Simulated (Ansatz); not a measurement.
## Defect calculation: B on the N site (B_N) in rock-salt TiN

Calculation: PBE, PAW (plane waves to 420 eV; Ansatz, an electronic-structure program). Details: 64-site cell; 4×4×4 shifted k-points; start: the N site; no Hubbard U; not converged in cell size; the relaxation kept the symmetry of the starting site.

Neighbours after relaxation, in Å: of the B atom: Ti 2.13, Ti 2.13, Ti 2.13, Ti 2.13, Ti 2.13, Ti 2.13.

Formation energies E_f are those of the neutral cell. Chemical conditions: N-rich (Δμ(N) = 0.00 eV, Δμ(B) = -2.50 eV, bounded by bulk hexagonal BN (AA'); only phases computed here count, gases as isolated molecules at 0 K); Ti-rich (Δμ(N) = -3.43 eV, Δμ(B) = -1.68 eV, bounded by TiB (Pnma); only phases computed here count, gases as isolated molecules at 0 K). Reference phases: B: alpha boron, N: N2 molecule in a box.

```tsv
charge	moment (μB)	point group	largest move off a lattice site (Å)	E_f, N-rich (eV)	E_f, Ti-rich (eV)
0	not spin-polarised	Oh	0.02	4.86	0.61
```

Point groups are those of the whole cell at tolerances of 0.03 and 0.1 Å ("near" where only the looser one holds); none is given for unsettled states.

All states together cost roughly 6 core-minutes.
